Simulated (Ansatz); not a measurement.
An Ansatz (an electronic-structure program) run: hypothetical P4_2/mnm BP with a change (pressure 0.3 GPa); PBEsol (Ansatz; PAW; 420 eV plane waves; without spin-orbit coupling).

Input:

Ansatz 0.2 input:
```yaml
crystal:
  lattice:
    - [5.5323406906, 0, 0]
    - [0, 5.5323406906, 0]
    - [0, 0, 3.187303363]
  atoms:
    - { symbol: B, position: [0.3215919316, 0.6784080684, 0] }
    - { symbol: B, position: [0.6784080684, 0.3215919316, 0] }
    - { symbol: B, position: [0.8215919316, 0.8215919316, 0.5] }
    - { symbol: B, position: [0.1784080684, 0.1784080684, 0.5] }
    - { symbol: P, position: [0.3192862382, 0.3192862382, 0] }
    - { symbol: P, position: [0.6807137618, 0.6807137618, 0] }
    - { symbol: P, position: [0.1807137618, 0.8192862382, 0.5] }
    - { symbol: P, position: [0.8192862382, 0.1807137618, 0.5] }
basis: { ecutwfc: 420, ecutrho_ratio: 4, xc_grid: 2, fft_grid_basis: typed }
kpoints: { mp_grid: { grid: [6, 6, 10] } }
hamiltonian:
  xc: pbesol
  dispersion: none
  pseudopotentials: { kind: paw }
scf: { occupations: { method: fermi_dirac, width: 0.05 } }
relax: { f_tol: 0.01, max_steps: 60, cell: { stress_tol: 0.02, p_target: 0.3 } }
output: { forces: true, stress: true }
checkpoint: { write: state.ck, write_every: 1000 }
```

Output (explanatory and most iteration lines left out):

```
Relaxation: its limit of steps is 60 (relax.max_steps)
Pseudopotential: B, paw, valence charge 3
Pseudopotential: P, paw, valence charge 5
Crystal: 8 atoms, lattice volume = 97.553 Å³
Basis set: ecut = 420 eV, 1951 PW (Γ), exchange–correlation on 80×80×48 points (8 copies of the dense FFT grid, shifted against one another)
Bands: 24, of which v1, the nominal top of the filled ones, is band 16 counted from 1 (15 counted from 0)
Symmetry: 16 space group operations
Space group: P42/mnm (ITA 136), of the structure as read, at distance tolerance 4.6e-5 Å
k-points: 60 of 360
Functional: x = pbesol(κ = 0.804, μ = 0.12345679012345678), c = pbesol(β = 0.046)
SCF iter   1: F=—  HF=-3573.184355 eV  |F-HF|=—  |Δ(HF+E_count)|=         —  Δρ=3.97e-3  dr2=1.98e-2  ethr=1.77e-3  ⟨swp⟩=7.2  Hψ=8870  notcnv=0  defer=19
SCF iter   2: F=—  HF=-3573.181314 eV  |F-HF|=—  |Δ(HF+E_count)|=   3.04e-3  Δρ=1.62e-3  dr2=1.99e-3  ethr=6.17e-5  ⟨swp⟩=2.8  Hψ=2968  notcnv=0  defer=65
SCF 1 converged in 6 iterations: F = -3573.181542 eV  dr2 = 1.62e-8
relax step   1: F+E_penalty+E_count = -3573.18154168 eV  Δ(F+E_penalty+E_count) = +0.000e0 eV  max|allowed force component| = 1.049e-4 eV/Å  Δτ_max = 0.0000 Å  P = -0.001 GPa  Ω = 97.553 Å³  (6 SCF iters, dr2 threshold 1.00e-7 eV, accepted)
[... steps on the carried basis left out ...]
relax step   5: F+E_penalty+E_count = -3573.18137501 eV  Δ(F+E_penalty+E_count) = +1.328e-4 eV  max|allowed force component| = 2.163e-4 eV/Å  Δτ_max = 0.0000 Å  P = +0.301 GPa  Ω = 97.364 Å³  stress off target by 8.63e-3 GPa  SCF on the basis re-selected at this cell (its energy is not comparable with the rows above)  (4 SCF iters)
SCF converged after 4 iterations
Free energy (F): -3573.181375 eV
Internal energy: -3573.181070 eV  (E = F + TS)
E sigma→0 (E₀):  -3573.181222 eV
Entropy (-TS):   -0.000305 eV (-0.038 meV/atom)
Fermi energy:    9.073326 eV
--- Forces (eV/Å), atoms counted from 1 ---
  atom   1  B      0.00014785    -0.00014785     0.00000000
  atom   2  B     -0.00014785     0.00014785     0.00000000
  atom   3  B      0.00014785     0.00014785     0.00000000
  atom   4  B     -0.00014785    -0.00014785     0.00000000
  atom   5  P      0.00021628     0.00021628     0.00000000
  atom   6  P     -0.00021628    -0.00021628     0.00000000
  atom   7  P     -0.00021628     0.00021628     0.00000000
  atom   8  P      0.00021628    -0.00021628     0.00000000
--- Stress (GPa, compression-positive) ---
        0.306553      -0.000000       0.000000
       -0.000000       0.306553       0.000000
        0.000000       0.000000       0.291369
  P = ⅓ Tr σ = 0.3015 GPa (3.015 kbar)
--- Relaxed structure (4 steps of the walk, 4 accepted, 1 SCFs on fresh bases) ---
  cell:  # Å, volume = 97.3636 Å³
    - [5.528450989319218, -1.2657765957250307e-35, 0.0]
    - [-1.2657765957250307e-35, 5.528450989319218, 0.0]
    - [0.0, 0.0, 3.185589219620765]
  atoms:
    - { symbol: B, position: [0.3215782765432662, 0.6784217234567338, 0.0] }
    - { symbol: B, position: [0.6784217234567338, 0.3215782765432662, 0.0] }
    - { symbol: B, position: [0.8215782765432661, 0.8215782765432661, 0.49999999999999994] }
    - { symbol: B, position: [0.1784217234567338, 0.1784217234567338, 0.49999999999999994] }
    - { symbol: P, position: [0.31927280277491976, 0.31927280277491976, 0.0] }
    - { symbol: P, position: [0.6807271972250801, 0.6807271972250801, 0.0] }
    - { symbol: P, position: [0.1807271972250802, 0.8192728027749198, 0.49999999999999994] }
    - { symbol: P, position: [0.8192728027749198, 0.1807271972250802, 0.49999999999999994] }
```

Load acts through the strain it causes; cell and atoms are relaxed under it. Stability against distortions was not tested. The cell was made from BP (space group P4_2/mnm, No. 136; a hypothetical phase, not in the database extracts checked) by this change: pressure 0.3 GPa.
